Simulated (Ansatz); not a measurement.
The reference is HfO$_{2}$ (space group P2_1/c, No. 14; a = 5.0965 Å, b = 5.1776 Å, c = 5.2717 Å, α = 90.00°, β = 99.62°, γ = 90.00°).

Method: PBEsol in Ansatz (plane waves to 420 eV, PAW, without spin-orbit coupling), earlier PAW set.

One change was made to it. Results:

The band gap decreases by 0.363 eV, from 3.97 eV to 3.60 eV; the density grows by 2.00 g/cm³, from 10.19 g/cm³ to 12.19 g/cm³; the gap character becomes direct at Y₂ (base: indirect, Γ → Y₂); the width of the top valence band grows by 0.80 eV, from 0.73 eV to 1.53 eV.

What was done to the base?
(A) pressure 30 GPa
(B) pressure 0.9 GPa
(C) pressure 9 GPa
(D) pressure 15 GPa
(E) pressure 4.5 GPa

A, pressure 30 GPa. For comparison, the band gap in the other runs: pressure 0.9 GPa gives 3.98 eV; pressure 4.5 GPa gives 4.10 eV; pressure 9 GPa gives 4.36 eV; pressure 15 GPa gives 4.58 eV.

With Hf present, leaving out spin-orbit coupling can change the band edges. Load acts through the strain it causes; cell and atoms are relaxed under it. Stability against distortions was not tested. Competing high-pressure phases were not computed. Along this pressure series the structure jumps between pressure 22.5 GPa and pressure 30 GPa; cells beyond that are another form of it.

Ansatz is a quantum-chemistry and plane-wave program.
